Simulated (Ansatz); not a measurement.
The parent structure is NbAs in the CsCl type structure (space group Pm-3m, No. 221; a = 3.181 Å; a hypothetical phase, not in the database extracts checked; relaxed with 0.1 eV smearing). Axes: x, y, z lie along the cube axes.

It is then changed as follows: uniaxial strain ε_zz = +0.62 %, all other strain components held at zero; the atoms relax in the strained cell.

Levels (all Ansatz, a program for electronic structure, PAW): PBEsol (420 eV, spin-orbit coupling left out); r2SCAN (500 eV, spin-orbit coupling left out).

The geometry is relaxed with PBEsol.

- PBEsol pressure: -1.1 GPa

### Question
What does r2SCAN give at this geometry for the pressure?

### Answer
The pressure rises by 4.8 GPa (-1.1 GPa → 3.7 GPa).

Single points use the geometry relaxed with PBEsol. Their cutoffs differ, which shifts pressures a little. No phonon test of stability was made. All final runs are without spin polarisation.
